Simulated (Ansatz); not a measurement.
Ansatz (a first-principles code) run on HgTe (P1, 4 atoms in the cell): self-consistent single point.

Method of the run: PBEsol, PAW files made with PBE (plane waves; Ansatz).

The change in words: atoms moved at random. Reference geometry:
```yaml
crystal:
  lattice:
    - [3.05536, -3.53974, 0.00000]
    - [3.05536, 3.53974, 0.00000]
    - [0.00000, 0.00000, 5.91992]
  atoms:
    - { symbol: Hg, position: [0.34305, 0.65695, 0.75000] }
    - { symbol: Hg, position: [0.65695, 0.34305, 0.25000] }
    - { symbol: Te, position: [0.78481, 0.21519, 0.75000] }
    - { symbol: Te, position: [0.21519, 0.78481, 0.25000] }
```

Reference input (self-consistent single point, DFT, PBEsol, plane waves, PAW files made with PBE): basis.ecutwfc = 420 eV; kpoints.mp_grid.grid = 5 5 4; hamiltonian.xc = pbesol; hamiltonian.pseudopotentials = {kind: paw} (an earlier, softer set of the program's PAW files); scf.occupations.method = fermi_dirac; scf.occupations.width = 0.1 eV. This run's input differs from it in these lines:

Ansatz 0.2 input:
```diff
@@ -7,6 +7,6 @@
   atoms:
-    - { symbol: Hg, position: [0.34305000, 0.65695000, 0.75000000] }
-    - { symbol: Hg, position: [0.65695000, 0.34305000, 0.25000000] }
-    - { symbol: Te, position: [0.78481000, 0.21519000, 0.75000000] }
-    - { symbol: Te, position: [0.21519000, 0.78481000, 0.25000000] }
+    - { symbol: Hg, position: [0.34605200, 0.65961200, 0.74224900] }
+    - { symbol: Hg, position: [0.66182500, 0.35064300, 0.24805900] }
+    - { symbol: Te, position: [0.77228000, 0.20611800, 0.75221100] }
+    - { symbol: Te, position: [0.21984300, 0.78362800, 0.25748200] }
 basis:
```

The program printed (abridged):

```
SCF iter   1: F=—  HF=-41143.178360 eV  |F-HF|=—  |Δ(HF+E_count)|=         —  Δρ=1.82e-2  dr2=7.05e-1  ethr=3.10e-3  ⟨swp⟩=8.6  Hψ=9566  notcnv=0  defer=27
all-band conjugate gradients solve this SCF's bands
preconditioner: auto → LDOS
SCF iter   2: F=—  HF=-41142.998051 eV  |F-HF|=—  |Δ(HF+E_count)|=   1.80e-1  Δρ=6.27e-3  dr2=2.96e-2  ethr=9.79e-4  ⟨swp⟩=3.0  Hψ=4030  notcnv=0  defer=76
   [... lines left out ...]
SCF iter   4: F=—  HF=-41142.988085 eV  |F-HF|=—  |Δ(HF+E_count)|=   3.98e-3  Δρ=9.32e-4  dr2=9.53e-4  ethr=1.48e-5  ⟨swp⟩=3.0  Hψ=4460  notcnv=0  defer=76
SCF iter   5: F=—  HF=-41142.987694 eV  |F-HF|=—  |Δ(HF+E_count)|=   3.91e-4  Δρ=2.42e-4  dr2=6.72e-5  ethr=1.32e-6  ⟨swp⟩=2.2  Hψ=3581  notcnv=0  defer=76
SCF iter   6: F=—  HF=-41142.987666 eV  |F-HF|=—  |Δ(HF+E_count)|=   2.76e-5  Δρ=4.37e-5  dr2=2.60e-6  ethr=9.33e-8  ⟨swp⟩=2.4  Hψ=3701  notcnv=0  defer=76
SCF iter   7: F=-41142.987665 eV  HF=-41142.987666 eV  |F-HF|=2.09e-8  |Δ(HF+E_count)|=   7.80e-7  Δρ=7.96e-6  dr2=6.68e-8  ethr=1.39e-10  ⟨swp⟩=11.5  Hψ=13623  notcnv=0
SCF 1 converged in 7 iterations: F = -41142.987665 eV  dr2 = 6.68e-8
Free energy (F): -41142.987665 eV
Internal energy: -41142.917806 eV  (E = F + TS)
E sigma→0 (E₀):  -41142.952736 eV
Entropy (-TS):   -0.069859 eV (-17.465 meV/atom)
Fermi energy:    9.023696 eV
--- Forces (eV/Å), atoms counted from 1 ---
  atom   1  Hg    -0.09239440    -0.06360360     0.08063114
  atom   2  Hg    -0.02879747     0.03189259     0.00346048
  atom   3  Te     0.16823859     0.31052119     0.02840115
  atom   4  Te    -0.04703605    -0.27880872    -0.11249670
--- Stress (GPa, compression-positive) ---
       -5.508914      -0.038644       0.026564
       -0.038644      -3.974821      -0.092654
        0.026564      -0.092654      -5.320067
  P = ⅓ Tr σ = -4.9346 GPa (-49.346 kbar)
  The stress holds the Pulay correction. Without it, at fixed plane waves, as pw.x and ABINIT print it: P = -4.9657 GPa
```

The run converged in 7 iterations. Against the reference run the free energy stays essentially unchanged (within 1 meV/atom), the pressure goes from -5.14 to -4.93 GPa and the largest force goes from 0.318 to 0.354 eV/Å.

The starting cell comes from a database of computed structures (which also holds hypothetical and non-ambient phases and stackings), without a prior relaxation at this level. Its lattice was rescaled by a random factor within 2.5 % of one. For this run, on top of that: atoms moved at random. Spin-orbit coupling is off. With a pressure of about -5 GPa the cell is away from its equilibrium volume at this level. Ansatz's pressure includes its estimate of the finite-basis (Pulay) stress. The run gives no clean gap (levels at the Fermi energy touch, overlap or are partly filled at this smearing), which alone does not show that the compound is a metal.
